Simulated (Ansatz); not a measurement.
The parent structure is Ti2GaC (space group P6_3/mmc, No. 194; a = 3.0446 Å, c = 13.2925 Å; a cell from a computed database, its experimental status unchecked). Axes: x lies along a and z along c of the hexagonal cell.

Level of theory: PBEsol (Ansatz, a program for electronic structure, PAW, no spin-orbit coupling).

Before the change:

| Item | Value |
|---|---|
| Volume per atom | 13.34 Å³ |
| Pressure | 0.0 GPa |
| Band gap | zero |

Now apply this change: tensile biaxial strain of 0.56 % in the plane normal to [001], as in epitaxy on a mismatched substrate; the out-of-plane cell vector and the atoms relax.

Question: What does the calculation give for the volume per atom after the change?

Answer: The volume per atom goes up by 0.11 Å³ (13.34 Å³ → 13.45 Å³).

Question: Predict the new pressure.

Answer: The pressure (mean of the normal stresses, compression positive) goes from zero to -1.3 GPa.

Question: Estimate the effect on the band gap.

Answer: The band gap remains zero.

Without a gap, meshes like the base's 18×18×4 leave anisotropic stresses uncertain by several tenths of a GPa, and small strain energies with them. No phonon test of stability was made. The final runs are not spin-polarised.
